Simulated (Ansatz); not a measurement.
# Au: energy against volume

Au (fcc, Fm-3m, 16.584 Å³/atom and stress up to 0.01 GPa in the relaxed cell, cube axes along x, y and z) under hydrostatic pressure, with the cell free. LDA in Ansatz, a plane-wave DFT program (PAW, default set), 420 eV, 20×20×20 Γ-centred mesh, Fermi-Dirac smearing 0.05 eV.

Here V stands for volume and E for E less E0.

| volume (Å³/atom) | E less E0 (meV/atom) | pressure (GPa) |
|---|---|---|
| 16.7619 | 1.10 | -2.00 |
| 16.6716 | 0.26 | -1.00 |
| 16.5843 | 0.00 | 0.00 |
| 16.5097 | 0.22 | 0.88 |
| 16.4102 | 1.16 | 2.10 |
| 16.2247 | 4.99 | 4.51 |
| 15.9101 | 18.19 | 9.01 |
| 15.5446 | 45.40 | 15.01 |
| 15.1527 | ? | ? |

Taking the third-order Birch-Murnaghan form, a cubic in V^(-2/3) for E over the 8 complete rows: With u = V^(-2/3) - 0.1554, the rows have u = -0.0027192, -0.0021683, -0.0016311, -0.0011682, -0.0005454, 0.0006327, 0.0026828, 0.0051512. Least squares gives E = 2.595 + 3165.7·u + 974357·u² + 4707597·u³. Residuals (row less fit): 0.003, -0.004, -0.003, 0.001, 0.003, 0.001, -0.002, 0.000; standard error 0.003 (degrees of freedom: 4). Its minimum lies at u = -0.0016441, so V0 = (0.1537559)^(-3/2) = 16.59. There d²E/du² = 1902000 and d³E/du³ = 2.825e7, so B0 = (4/9) × 16.59^(-7/3) × 1902000 × 0.160218 = 193 GPa (the last factor turns the table's units into GPa), and B0' = 4 + (2/3) × 0.1537559 × (2.825e7)/1902000 = 5.5. B0' rests on the cubic coefficient alone and has a standard error of 0.1 from these residuals.

Problem. What does the fit predict for E at V = 15.1527, and how far is the calculated value from it?

Solution. u = 0.0079077, so E = 2.595 + 3165.7 × 0.0079077 + 974357 × 0.0079077² + 4707597 × 0.0079077³ = 90.884 meV/atom. The calculation gives 90.98 meV/atom, 0.096 meV/atom above the prediction (0.1 % of the range of E in the table). The row lies outside the fitted rows, so this is an extrapolation. The scatter of the fitted rows lies at the last printed digit.

In a metal these values are sensitive to mesh and smearing; energies are taken to zero smearing, stresses follow the free energy. Spin-orbit coupling is left out, which can shift these values for the heavy elements here. Other structures, which can take over under pressure, weren't tried. The same form fitted to the pressure column gives B0' = 5.6; series where the two differ by over 0.4 aren't shown. Rows are the converged runs of the series near zero and its far end, less any whose ions stayed unrelaxed beside relaxed ones; series whose fitted rows scatter by over a few per cent of the range, as at a crossing or softening among them, aren't shown in this form.
